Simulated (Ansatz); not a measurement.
The reference is InAs in the zinc blende structure (space group F-43m, No. 216; a = 6.108 Å).

Computed with r2SCAN (Ansatz, an electronic-structure program; PAW; 500 eV plane waves; no spin-orbit coupling), earlier PAW set.

Before the change:

```
Property              Result
-------------------  -------
Band gap             0.08 eV
Lattice parameter a  6.108 Å
```

Perturbation: every In is replaced by Ag; the structure is relaxed again.

**Question.** How does this affect the band gap?

**Answer.** The band gap changes from 0.08 eV to zero.

**Question.** Estimate the effect on the lattice parameter a.

**Answer.** The lattice parameter a shrinks by 0.298 Å (6.108 Å → 5.810 Å).

Stability against distortions was not tested. As relaxed here, AgAs is a hypothetical phase, not in the database extracts checked. The final runs are not spin-polarised. A zero or small gap of InAs can be the functional's error rather than a property of the material.
